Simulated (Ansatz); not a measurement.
Base system: Al in the fcc (Cu type) structure (space group Fm-3m, No. 225; a = 4.0143 Å).

Level of theory: PBEsol in Ansatz (plane waves to 420 eV, PAW, spin-orbit coupling left out).

One change was made to it. Results:

The shortest interatomic distance falls by 0.044 Å (2.839 Å → 2.795 Å); the density goes up by 0.13 g/cm³, from 2.77 g/cm³ to 2.90 g/cm³.

Problem. Name the change that was made.
(A) pressure 45 GPa
(B) pressure −1 GPa
(C) pressure 4.2 GPa

Solution. C, pressure 4.2 GPa. For comparison, the shortest interatomic distance in the other runs: pressure −1 GPa gives 2.851 Å; pressure 45 GPa gives 2.577 Å.

Load acts through the strain it causes; cell and atoms are relaxed under it. Stability against distortions was not tested. Competing high-pressure phases were not computed.

Ansatz is a program for electronic structure.
